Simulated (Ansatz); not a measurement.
## hypothetical zinc blende SnSe with two functionals, pressure 0.3 GPa

Start from SnSe in the zinc blende structure (space group F-43m, No. 216; a = 6.779 Å; a hypothetical phase, not in the database extracts checked).

(Cell as relaxed with PBE.)

Levels (all Ansatz, a program for electronic structure, PAW): PBE (420 eV, scalar-relativistic without spin-orbit coupling); PBEsol (420 eV, no SOC).

Each level relaxes its own structure.

```csv
base,PBE,PBEsol
volume per atom,38.93 Å³,36.87 Å³
lattice parameter a,677.9 pm,665.7 pm
band gap,0.05 eV,zero
```

Now apply this change: cell and atoms relaxed at a pressure of 0.3 GPa.

| quantity | PBE | PBEsol |
|---|---|---|
| shortest interatomic distance | 292.6 pm | [?] |
| band gap | zero | [?] |

Problem. Given the PBE results, estimate those of PBEsol.

Solution. 
- shortest interatomic distance, PBEsol: 287.4 pm
- band gap, PBEsol: zero

PBE's shortest interatomic distance lies 5.2 pm above PBEsol's (1.8 %); the two agree on the band gap. Neither level is exact; PBEsol is the comparison here, not a measurement.

Load acts through the strain it causes; cell and atoms are relaxed under it. Whether these cells are dynamically stable was not tested. The final runs are not spin-polarised. Gaps under 0.05 eV, about the width of the smearing, are given as zero. A zero or small gap of SnSe can be the functional's error rather than a property of the material.
